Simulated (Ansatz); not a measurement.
Structures of equal composition on the (111) surface of fcc Ir: a layer of Fe in place of the second plane; a layer of Fe in place of the third plane. The slabs share one bottom face, and each structure is named by its start. These are constructed structures in small cells; real faces may alloy, dewet or reconstruct in larger ones, and not all known structures of the face are among them. Slabs of about 11 Å, Fermi-Dirac smearing of 0.1 eV. Bottom of the slabs: a bare face, its two planes held. Relaxed from the named starts with such symmetry as they have, on meshes of like density; energies extrapolated to zero smearing; spin only where a row says so; no spin-orbit coupling, no U. Brackets mark spin-polarised runs, whose order is one that fits the cell.

Level of theory: PBE (plane waves to 420 eV, PAW; Ansatz, a program for electronic structure).

Task: Rank these by energy per 1x1 cell (lowest first), as PBE gives it.

Result: a layer of Fe in place of the second plane (0.000 eV [spin, 2.9 μB a cell]), a layer of Fe in place of the third plane (0.293 eV [spin, 2.2 μB a cell])
